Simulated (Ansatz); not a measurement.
## CdS: pressure series

The parent structure is CdS in the zinc blende structure (space group F-43m, No. 216).

```xyz
2
Lattice="0.0000 2.9633 2.9633 2.9633 0.0000 2.9633 2.9633 2.9633 0.0000" Properties=species:S:1:pos:R:3 pbc="T T T"
S      4.4450     4.4450     4.4450
Cd     0.0000     0.0000     0.0000
```

Cell and atoms are relaxed at each pressure.

Computed with Ansatz (an electronic-structure program) PBE, no SOC.

Candidates:
(a) pressure 50 GPa
(b) pressure 75 GPa
(c) pressure 7 GPa
(d) pressure 15 GPa
(e) pressure −1 GPa

Before the change:

| Quantity | Value |
|---|---|
| Band gap | 1.04 eV |

Q: Order them by band gap, lowest first.

A: (e) pressure −1 GPa (1.00 eV), (c) pressure 7 GPa (1.26 eV), (d) pressure 15 GPa (1.42 eV), (a) pressure 50 GPa (1.71 eV), (b) pressure 75 GPa (1.78 eV)

Load acts through the strain it causes; cell and atoms are relaxed under it. Whether these cells are dynamically stable was not tested. Tetrahedral semiconductors of this kind turn to denser phases somewhere between about 1 and 50 GPa; those were not computed, so compressed cells here can lie past the real transition.
